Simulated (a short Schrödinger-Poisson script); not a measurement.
**MOS inversion layer, Al2O3 on p-type InP**

System: MOS inversion layer, Al2O3 on p-type InP, at 300 K.

| layer | material | thickness (nm) | Na (cm⁻³) |
|---|---|---|---|
| 1 | Al2O3 | 3.9 | - |
| 2 | InP | 2000 | 5.6e16 |

The device is made up for the run: typed textbook-type constants, with dimensions and the other settings drawn at random. Al2O3: permittivity 9, conduction-band edge (eV) 3.03, gap (eV) 6.8, electron mass (mₑ) 0.3. InP: permittivity 12.5, conduction-band edge (eV) 0, gap (eV) 1.344, Nv at 300 K (cm⁻³) 1.1e19.

Channel valleys (confinement mass, in-plane density-of-states mass, number): Γ 0.08, 0.08, 1. At the gate the conduction-band edge of layer 1 lies 3.65 eV − eVg above the Fermi level of the channel; the field vanishes at the back. Gaps are held at their typed values at every temperature. Mesh 0.03 nm at interfaces.

From a short Schrödinger-Poisson script (our own, NumPy): 1D Poisson equation in equilibrium, electrons quantum, Hartree (BenDaniel-Duke, 12 states a valley, the channel's in-plane mass for all, wave functions ending at the dielectric), parabolic valleys, classical holes, full ionisation, no traps, pinning or gate leakage.

| Vg (V) | electrons (cm⁻²) | C (μF/cm²) | Γ E0 (meV) | Γ E1 (meV) |
|---|---|---|---|---|
| 0.45 | 2.33e6 | 0.0700 | 333.4 | 403.6 |
| 0.5 | 1.41e7 | 0.0684 | 286.7 | 358.2 |
| 0.55 | 8.57e7 | 0.0673 | 240.0 | 312.7 |
| 0.6 | 5.22e8 | 0.0682 | 193.2 | 267.2 |
| 0.65 | 3.15e9 | 0.0811 | 146.6 | 221.8 |
| 0.7 | 1.79e10 | 0.153 | 101.5 | 177.9 |
| 0.75 | 7.91e10 | 0.369 | 62.1 | 140.0 |
| 0.8 | 2.25e11 | 0.627 | 33.0 | 113.0 |
| 0.85 | 4.42e11 | 0.796 | 12.3 | 94.9 |
| 0.9 | 7.02e11 | 0.895 | -3.7 | 81.7 |
| 0.95 | 9.89e11 | 0.959 | -17.1 | 71.2 |
| 1 | 1.29e12 | 1.00 | -29.0 | 62.4 |
| 1.05 | 1.61e12 | 1.04 | -39.9 | 54.5 |
| 1.1 | 1.93e12 | 1.06 | -50.2 | 47.4 |
| 1.15 | 2.27e12 | 1.08 | -60.1 | 40.7 |
| 1.2 | 2.60e12 | 1.10 | -69.7 | 34.5 |
| 1.25 | 2.95e12 | 1.11 | -79.0 | 28.6 |
| 1.3 | 3.30e12 | 1.13 | -88.2 | 23.0 |
| 1.35 | 3.65e12 | 1.14 | -97.2 | 17.7 |
| 1.4 | 4.01e12 | 1.15 | -106.0 | 12.6 |

Gate voltages with under 1e6 electrons/cm² are left out.

Subbands count from the Fermi level.

Above a few 1e12 electrons/cm² a light Γ valley is non-parabolic and upper valleys begin to fill, which the model leaves out.
